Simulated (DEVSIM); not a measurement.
illuminated Ge n-on-p cell, one wavelength

System: illuminated Ge n-on-p cell, one wavelength, at 300 K.

```tsv
layer (left to right)	material	thickness (μm)	Nd (cm⁻³)	Na (cm⁻³)	τn (s)	τp (s)	absorption coefficient (cm⁻¹)
1	Ge	0.120	7.3e17	-	1.8e-5	3.8e-6	59000
2	Ge	74.0	-	5.2e15	0.00021	0.00021	59000
```

Left contact: ohmic, minority hole recombination velocity 1e6 cm/s. Right contact: ohmic, minority electron recombination velocity 30 cm/s. Voltage is applied to the left contact. Recombination: SRH at mid-gap, radiative, Auger. Light enters at the left, 3e16 photons cm⁻² s⁻¹, one pass, no reflection. Mobility is μmin + (μ − μmin)/(1 + (N/Nref)^α).

This is a model device: material constants are rounded textbook-type values typed into the input, and sizes, dopings and lifetimes were drawn at random. Values at 300 K.

| parameter | Ge |
|---|---|
| gap (eV) | 0.664 |
| affinity (eV) | 4 |
| permittivity | 16 |
| Nc (cm⁻³) | 1.04e19 |
| Nv (cm⁻³) | 6e18 |
| μn (cm²/Vs) | 3900 |
| μp (cm²/Vs) | 1900 |
| μn,min | 150 |
| μp,min | 100 |
| Nref,n | 2.6e17 |
| Nref,p | 4e17 |
| αn | 0.56 |
| αp | 0.6 |
| B (cm³/s) | 6.4e-14 |
| Cn (cm⁶/s) | 1e-31 |
| Cp (cm⁶/s) | 1e-31 |

Simulated with DEVSIM: 1D drift-diffusion, Boltzmann statistics, complete ionisation; no tunnelling, impact ionisation, image-force lowering or self-heating.

The potential step across the device at zero bias comes out as 0.413 V and the largest field in the device at zero bias comes out as 43000 V/cm. The dark forward voltage at 1 A/cm² is 0.254 V and the dark forward voltage at 100 A/cm² is 0.421 V. The short-circuit current is 4.33 mA/cm² and the open-circuit voltage comes out as 0.110 V. The fill factor is 0.52. The largest power is 0.248 mW/cm². The share of generated pairs collected at short circuit comes out as 0.902.

Current under light (generator sign):

```csv
V (V),J (mA/cm²)
0.00,4.33
0.02,4.26
0.04,4.10
0.06,3.75
0.08,3.00
0.10,1.36
0.12,-2.17
```

Dark forward current:

(V (V), J (A/cm²)): (-0.05, -0.00038); (-0.10, -0.0030); (-0.15, -0.021); (-0.20, -0.14); (-0.25, -0.87); (-0.30, -4.4); (-0.35, -18); (-0.40, -61); (-0.45, -190); (-0.50, -580); (-0.55, -1600); (-0.60, -3900)
